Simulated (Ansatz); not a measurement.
Consider VO₂ in the rutile structure (space group P4_2/mnm, No. 136; a = 4.5836 Å, c = 2.8386 Å; ferromagnetic).

Structures relaxed with PBE (Ansatz, a quantum-chemistry and plane-wave program; PAW; 420 eV plane waves; spin-orbit coupling left out).

Base:

Simulated powder pattern, Cu Kα1, λ = 1.54056 Å (kinematic, ideal powder, no thermal factors, no anomalous dispersion; the 8 strongest lines at most, above 2 %, up to 2θ = 90°):

```json
[
 {"2θ (°)": "27.50", "I/Imax (%)": "100", "hkl": "(110)"},
 {"2θ (°)": "37.23", "I/Imax (%)": "48", "hkl": "(101)"},
 {"2θ (°)": "42.29", "I/Imax (%)": "17", "hkl": "(111)"},
 {"2θ (°)": "55.23", "I/Imax (%)": "56", "hkl": "(211)"},
 {"2θ (°)": "56.76", "I/Imax (%)": "19", "hkl": "(220)"},
 {"2θ (°)": "64.20", "I/Imax (%)": "9.6", "hkl": "(310)"},
 {"2θ (°)": "69.86", "I/Imax (%)": "20", "hkl": "(301)"},
 {"2θ (°)": "72.67", "I/Imax (%)": "9.5", "hkl": "(112)"}
]
```

The change: a hydrostatic pressure of 50 GPa.

After the change:

Simulated powder pattern, Cu Kα1, λ = 1.54056 Å (kinematic, ideal powder, no thermal factors, no anomalous dispersion; the 8 strongest lines at most, above 2 %, up to 2θ = 90°):

```csv
2θ (°),I/Imax (%),hkl
28.96,100,(110)
39.31,51,(101)
44.66,17,(111)
58.42,54,(211)
60.01,19,(220)
67.99,9.9,(310)
74.12,18,(301)
77.28,9.0,(112)
```

The indices refer to the base's conventional cell; one index is shown for lines that coincide.

The magnetic state is the one reached from the starting moments; the real material's order can differ, and small cells can't hold many antiferromagnetic ones. Load acts through the strain it causes; cell and atoms are relaxed under it. Stability against distortions was not tested. No other phases were tried under pressure. No Hubbard U is applied, and correlation can decide whether such a compound is a metal.
